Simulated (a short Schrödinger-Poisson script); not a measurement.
Stack: MOS inversion layer, SiO2 on p-type InP, at 300 K.

```tsv
layer	material	thickness (nm)	Na (cm⁻³)
1	SiO2	2.8	-
2	InP	1700	8.3e16
```

Constants are typed, rounded textbook-type inputs, not results; the design itself was drawn at random and stands for no fabricated device. SiO2: permittivity 3.9, conduction-band edge (eV) 3.48, gap (eV) 9, electron mass (mₑ) 0.5. InP: permittivity 12.5, conduction-band edge (eV) 0, gap (eV) 1.344, Nv at 300 K (cm⁻³) 1.1e19.

Channel valleys (confinement mass, in-plane density-of-states mass, number): Γ 0.08, 0.08, 1. At the gate the conduction-band edge of layer 1 lies 4.12 eV − eVg above the Fermi level of the channel; the field vanishes at the back. Gaps are held at their typed values at every temperature. Mesh 0.03 nm at interfaces.

Solved with a short Schrödinger-Poisson script written for these runs: 1D Poisson equation in equilibrium, electrons quantum, Hartree plus LDA exchange-correlation (BenDaniel-Duke, 12 states a valley, the channel's in-plane mass for all, wave functions free to enter the dielectric), parabolic valleys, classical holes, full ionisation, no traps, pinning or gate leakage.

At Vg = 2.2 V the centroid of the electrons lies 2.84 nm from the interface.

### Question
Estimate the gate capacitance as the dielectric in series with that distance, and compare.

### Answer
The dielectric alone has 1.23 μF/cm²; in series with 2.84 nm of the channel's permittivity, 0.936 μF/cm²; the run gives 0.938 μF/cm². The estimate leaves out the density-of-states capacitance and the centroid's move with voltage. Above a few 1e12 electrons/cm² a light Γ valley is non-parabolic and upper valleys begin to fill, which the model leaves out.
